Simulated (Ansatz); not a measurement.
C (model structure, started from the Ge type, P4₃2₁2, No. 96, 12 atoms in the cell) was calculated with PBEsol (plane waves, PAW; Ansatz, a quantum-chemistry and plane-wave program).

Numerical settings: plane-wave cutoff 520 eV, 10×10×8 k mesh (along the axes of the cell as run), Fermi–Dirac smearing 0.01 eV, scalar-relativistic PAW data made under PBE.

The cell is the one relaxed with PBEsol. Conventional cell: a = 3.7829 Å, b = 3.7829 Å, c = 4.6487 Å, α = 90.00°, β = 90.00°, γ = 90.00°.

```
CELL_PARAMETERS angstrom
      3.78290     0.00000     0.00000
      0.00000     3.78290     0.00000
      0.00000     0.00000     4.64865
ATOMIC_POSITIONS crystal
  C  0.07578 0.07578 0.00000
  C  0.42422 0.57578 0.75000
  C  0.92422 0.92422 0.50000
  C  0.57578 0.42422 0.25000
  C  0.16662 0.37927 0.21735
  C  0.12073 0.66662 0.96735
  C  0.83338 0.62073 0.71735
  C  0.87927 0.33338 0.46735
  C  0.66662 0.12073 0.03265
  C  0.62073 0.83338 0.28265
  C  0.33338 0.87927 0.53265
  C  0.37927 0.16662 0.78265
```

Problem. List the 34 lowest band energies at Γ above −25 eV (eV, relative to the valence band maximum), grouping those that round alike.

Solution. At Γ: -20.84, -15.90 (×2), -12.94, -12.52, -12.08 (×2), -8.38 (×3), -8.05, -7.11, -7.05, -6.37 (×2), -4.88, -4.23 (×2), -3.93, -3.58, -1.93, -1.73 (×2), -0.52, 4.95, 6.32 (×2), 7.18, 7.55, 9.35, 9.38 (×2), 10.45 (×2).

Note: the relaxation could raise the start's symmetry but not lower it, so the cell can be a saddle point.

A model structure was made by putting elements into a prototype or built by hand; it is no filed structure, need not be a known phase, and can be a saddle point held by its symmetry.
